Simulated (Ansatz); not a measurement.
**What strain tensor (xx, yy, zz, yz, xz, xy) = (−0.65, −1.01, +2.52, +0.19, −0.12, +0.50) % does to Ag**

Base system: Ag in the fcc (Cu type) structure (space group Fm-3m, No. 225; a = 4.104 Å; relaxed with 0.1 eV smearing). Axes: x, y, z lie along the cube axes.

One thing is altered: strain tensor (xx, yy, zz, yz, xz, xy) = (−0.65, −1.01, +2.52, +0.19, −0.12, +0.50) %; the atoms relax in the strained cell.

Computed with r2SCAN in Ansatz (plane waves to 500 eV, PAW, no spin-orbit coupling). Settings: 28×28×28 k-points, 0.1 eV Fermi–Dirac smearing.

The volume per atom goes up by 0.142 Å³, from 17.28 Å³ to 17.43 Å³ and the space group changes from Fm-3m (No. 225) to P-1 (No. 2). The shortest interatomic distance shrinks by 0.0386 Å, from 2.902 Å to 2.864 Å and the energy increases by 2.1 meV/atom. The band gap remains zero and the stress (xx, yy, zz, yz, xz, xy; compression positive) is (-0.4, -0.3, -1.6, -0.1, 0.1, -0.6) GPa.

Final structure:

```yaml
crystal:
  lattice:
    - [0.00780, 2.03521, 2.10765]
    - [2.03634, 0.01406, 2.10139]
    - [2.04906, 2.04168, 0.00133]
  atoms:
    - { symbol: Ag, position: [0.00000, 0.00000, 0.00000] }
```

Whether these cells are dynamically stable was not tested.

Ansatz is a quantum-chemistry and plane-wave program.
